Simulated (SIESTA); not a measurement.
A working SIESTA input for TlSbS2 (P4/mmm, 4 atoms in the cell) (DFT, GGA PBEsol, numerical atomic orbitals DZP, PseudoDojo PBEsol standard norm-conserving potentials (rewritten from UPF to PSML)):

```
# files in the folder: Tl.psml Sb.psml S.psml (PseudoDojo PBEsol standard)
SystemName  TlSbS2
SystemLabel TlSbS2

NumberOfAtoms                4
NumberOfSpecies              3
%block ChemicalSpeciesLabel
  1 81 Tl
  2 51 Sb
  3 16 S
%endblock ChemicalSpeciesLabel
LatticeConstant              1.0 Ang
%block LatticeVectors
     4.122700000    0.000000000    0.000000000
     0.000000000    4.122700000    0.000000000
     0.000000000    0.000000000    5.826780000
%endblock LatticeVectors
AtomicCoordinatesFormat      Bohr
%block AtomicCoordinatesAndAtomicSpecies
     0.000000000    0.000000000    0.000000000  1
     3.895386947    3.895386947    5.505509194  2
     0.000000000    0.000000000    5.505509194  3
     3.895386947    3.895386947    0.000000000  3
%endblock AtomicCoordinatesAndAtomicSpecies

XC.functional                GGA
XC.authors                   PBEsol
PAO.BasisSize                DZP
PAO.EnergyShift              0.005 Ry
MeshCutoff                   400 Ry
%block kgrid.MonkhorstPack
    8   0   0  0.0
    0   8   0  0.0
    0   0   6  0.0
%endblock kgrid.MonkhorstPack
OccupationFunction           MP
OccupationMPOrder            0
ElectronicTemperature        50.0 meV

MaxSCFIterations             150
SCF.Mixer.Method             Pulay
SCF.Mixer.Weight             0.25
SCF.Mixer.History            6
SCF.DM.Tolerance             1.0E-04
Diag.ParallelOverK           true
WriteForces                  true
```

The run converged in 9 iterations: free energy E − TS -4720.0578 eV; Fermi level (on the code's own zero) -4.26 eV; pressure -2.73 GPa. Each of these slips is then made, one at a time:

(1)
```diff
-# files in the folder: Tl.psml Sb.psml S.psml (PseudoDojo PBEsol standard)
+# files in the folder: Tl.psml Sb.psml (PseudoDojo PBEsol standard)
```

(2)
```diff
-%endblock LatticeVectors
```

(3)
```diff
-  1 81 Tl
+  1 82 Tl
```

Task: What happens in each case?

Result: 
(1) A potential or basis that cannot be found. The program stopped before any SCF iteration.

(2) A section without its end line. The program stopped before any SCF iteration.

(3) An atomic number that does not match the species' potential. The program stopped before any SCF iteration.

The starting cell comes from a database of computed structures (which also holds hypothetical and non-ambient phases and stackings), without a prior relaxation at this level. Values carry the incompleteness of an atom-centred basis. The run gives no clean gap (levels at the Fermi energy touch, overlap or are partly filled at this smearing), which alone does not show that the compound is a metal.

Left out of this page: 4 runs of the series outside the window shown, repeating another row's setting, or not comparable.
